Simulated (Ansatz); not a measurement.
# Effective masses and thermopower of monolayer As

Input:

```xyz
2
Lattice="3.7493 0.0000 0.0000 -1.8746 3.1221 0.0000 0.0000 0.0000 17.2731" Properties=species:S:1:pos:R:3 pbc="T T T"
As     1.8746     1.0483     9.3224
As     0.0000     2.0737     7.9508
```

These are PBE, rigid bands (plane waves, PAW, scalar-relativistic; Ansatz, a quantum-chemistry and plane-wave program) values and carry that method's errors. Condition of this run: uniaxial strain xx +4 %, other axes clamped. How the cell was made: cell and atoms relaxed with PBE, then loaded as said.

| Property | Result |
|---|---|
| band gap | 1.45 eV |
| electron conductivity mass (300 K, dilute) | 0.161 (x), 0.67 (y) mₑ |
| effective density of states N_c (300 K) | 7.2e12 cm⁻² |
| Seebeck coefficient, n-type 1.7e12 cm⁻², 300 K | -293 μV/K |

Rigid bands; masses and Seebeck coefficients take one relaxation time τ for all states and one kind of carrier; polarons and phonon drag are left out. Spin-orbit coupling is left out.
